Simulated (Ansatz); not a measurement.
MgTe: band gap against strain

MgTe (zinc blende, F-43m, 34.477 Å³/atom at rest, cube axes along x, y and z) under an equal strain ε along all three axes. PBE in Ansatz, a plane-wave DFT program (PAW, default set), 420 eV, 9×9×9 Γ-centred mesh, Fermi-Dirac smearing 0.05 eV; ions are relaxed within the symmetry of each cell. Gaps are the smallest over the k-mesh and a band path, without spin-orbit coupling; in all rows the valence edge lies at Γ and the conduction edge at Γ.

Here s stands for strain and Eg for gap.

| strain (%) | gap (eV) |
|---|---|
| -3.00 | ? |
| -1.50 | 2.530 |
| -1.00 | 2.461 |
| -0.50 | 2.394 |
| 0.00 | 2.328 |
| 0.50 | 2.263 |
| 1.00 | 2.200 |
| 1.50 | 2.137 |

Taking a straight line for Eg over the 7 complete rows: Means: s 0, Eg 2.3304. About the means, the sum of products is -0.91600 and the sum of squares of s is 7.0000; the slope is their ratio. Least squares gives Eg = 2.3304 - 0.13086·s. Residuals (row less fit): 0.0033, -0.0003, -0.0018, -0.0024, -0.0020, 0.0005, 0.0029; standard error 0.0026 (degrees of freedom: 5). Over these rows the gap moves by -13 ± 0.10 eV per unit strain, or -4.4 eV per unit of ln V.

**Question.** Estimate the missing Eg (s = -3.00); what did the run itself give?

**Answer.** Eg = 2.3304 - 0.13086 × (-3.0) = 2.7230 eV. The calculation gives 2.742 eV, 0.0190 eV above the prediction (3.1 % of the range of Eg in the table). The row lies outside the fitted rows, so this is an extrapolation. From the scatter of the fitted rows alone, a prediction at this place has a standard error of 0.0040 eV, so the miss is 4.8 times that.

One order more, fitted to all 13 runs of the series, follows each within 0.001, so the miss is the next term of a smooth law. Other structures, which can take over under pressure, weren't tried. MgTe stands in this structure, whereas wurtzite is the usual form. Spin-orbit coupling is left out, which can shift this property for MgTe. Rows are the converged runs of the series near zero and its far end; series whose fitted rows scatter by over a few per cent of the range, as at a crossing or softening among them, aren't shown in this form. Most that stay on the fit to the last digits aren't either.
